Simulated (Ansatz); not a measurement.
## Convergence study of shifted k-point meshes for CrW (Cmm2, 2 atoms in the cell)

```
CELL_PARAMETERS angstrom
      1.53661    -2.20218     0.00000
      1.53661     2.20218     0.00000
      0.00000     0.00000     4.23919
ATOMIC_POSITIONS crystal
  Cr 0.00000 0.00000 0.01179
  W  0.50000 0.50000 0.50000
```

Method: PBEsol, default PAW files made with PBE (plane waves; Ansatz, an electronic-structure program).

Base settings: basis.ecutwfc = 420 eV; kpoints.mp_grid.grid = 13 13 8; hamiltonian.xc = pbesol; hamiltonian.pseudopotentials = {kind: paw} (the program's default PAW files); scf.occupations.method = gaussian; scf.occupations.width = 0.1 eV.

In this ladder: kpoints.mp_grid.shift = 0.5 0.5 0.5.

Only quantities that move along the ladder and can be compared are tabulated.

The count of work is k-points × plane waves × bands × iterations; it is no time. Core times come from one kind of shared machine, to one figure; runs under 30 s give none.

The starting cell comes from a database of computed structures (which also holds hypothetical and non-ambient phases and stackings), without a prior relaxation at this level. Its lattice was rescaled by up to half a per cent. One atom was moved a little off its site on purpose. Spin polarisation is off. In the base run, with a pressure of about -13 GPa the cell is away from its equilibrium volume at this level. Ansatz's pressure includes its estimate of the finite-basis (Pulay) stress.

Steps (kpoints.mp_grid.grid): 2 2 2; 3 3 2; 4 4 2; 4 4 3; 5 5 3; 6 6 4; 7 7 4; 8 8 5; 9 9 6; 10 10 6; 11 11 7; 12 12 8; 14 14 8; 15 15 9; 17 17 10; 19 19 11; 21 21 12; 23 23 14; 25 25 15; 28 28 17; 31 31 19; 38 38 23; 43 43 25.

Q: What is the coarsest kpoints.mp_grid.grid that holds the free energy within 2 meV/atom of the last step, with all finer ones?

A: 12 12 8, at 0.027 of the last step's count of work; the step before is off by 6.1 meV/atom.

Q: What is the coarsest kpoints.mp_grid.grid that holds the forces within 0.02 eV/Å of the last step, with all finer ones?

A: 6 6 4, at 0.0038 of the last step's count of work; the step before is off by 0.080 eV/Å.

Q: What is the coarsest kpoints.mp_grid.grid that holds the pressure within 0.2 GPa of the last step, with all finer ones?

A: 9 9 6, at 0.012 of the last step's count of work; the step before is off by 0.22 GPa.

| kpoints.mp_grid.grid | free energy less the last step's (meV/atom) | pressure (GPa) | largest difference of a force vector from the last step's (eV/Å) | count of work / last | core time / last (rough) |
|---|---|---|---|---|---|
| 2 2 2 | 812.61 | 2.05 | 0.441 | 0.00036 | – |
| 3 3 2 | -10.05 | -11.67 | 0.154 | 0.00064 | – |
| 4 4 2 | -88.78 | -13.93 | 0.031 | 0.00095 | – |
| 4 4 3 | -59.15 | -14.00 | 0.052 | 0.0019 | – |
| 5 5 3 | 17.33 | -12.03 | 0.080 | 0.0029 | – |
| 6 6 4 | 14.73 | -12.74 | 0.007 | 0.0038 | – |
| 7 7 4 | -3.37 | -12.97 | 0.005 | 0.0051 | – |
| 8 8 5 | 4.93 | -12.69 | 0.007 | 0.011 | – |
| 9 9 6 | 9.20 | -12.77 | 0.002 | 0.012 | – |
| 10 10 6 | -1.61 | -13.07 | 0.010 | 0.014 | – |
| 11 11 7 | -6.12 | -13.05 | 0.011 | 0.023 | – |
| 12 12 8 | 0.03 | -12.84 | 0.018 | 0.027 | – |
| 14 14 8 | -0.03 | -12.91 | 0.013 | 0.036 | – |
| 15 15 9 | -0.52 | -12.94 | 0.004 | 0.051 | – |
| 17 17 10 | -0.17 | -12.94 | 0.013 | 0.064 | – |
| 19 19 11 | 0.18 | -12.90 | 0.010 | 0.095 | – |
| 21 21 12 | -0.29 | -12.89 | 0.005 | 0.12 | 0.1 |
| 23 23 14 | 0.60 | -12.87 | 0.003 | 0.16 | 0.1 |
| 25 25 15 | -0.29 | -12.91 | 0.001 | 0.21 | 0.2 |
| 28 28 17 | 0.00 | -12.92 | 0.002 | 0.30 | 0.4 |
| 31 31 19 | 0.25 | -12.90 | 0.001 | 0.41 | 0.4 |
| 38 38 23 | 0.16 | -12.90 | 0.000 | 0.72 | 0.8 |
| 43 43 25 | 0.00 | -12.91 | 0.000 | 1.0 | 1 |

Two neighbours can agree and both be off: 4 4 2 and 4 4 3 differ by 0.07 GPa in the pressure, yet lie about 1.1 GPa from the last step.

Keys are those of Ansatz 0.2.
